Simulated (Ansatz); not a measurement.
Base system: Hf in the hcp (Mg type) structure (space group P6_3/mmc, No. 194; relaxed with 0.1 eV smearing).

```xyz
2
Lattice="3.1581 0.0000 0.0000 -1.5791 2.7350 0.0000 0.0000 0.0000 5.0045" Properties=species:S:1:pos:R:3 pbc="T T T"
Hf     1.5791     0.9117     3.7534
Hf     0.0000     1.8233     1.2511
```

Cartesian axes are those of the cell as printed.

Calculations: PBEsol (Ansatz, a program for electronic structure, PAW, without spin-orbit coupling).

Base values:

Shortest interatomic distance: 5.851 bohr

Perturbation: the cell is compressed by 2.00 % along z with no lateral relaxation; the atoms relax in the strained cell.

Q: What does the calculation give for the stress and shortest interatomic distance after the change?

A: The stress (xx, yy, zz, yz, xz, xy; compression positive) comes out as (1.5, 1.5, 4.4, 0.0, 0.0, 0.0) GPa; the shortest interatomic distance shrinks by 0.076 bohr to 5.775 bohr.

Stability against distortions was not tested. All final runs are without spin polarisation.
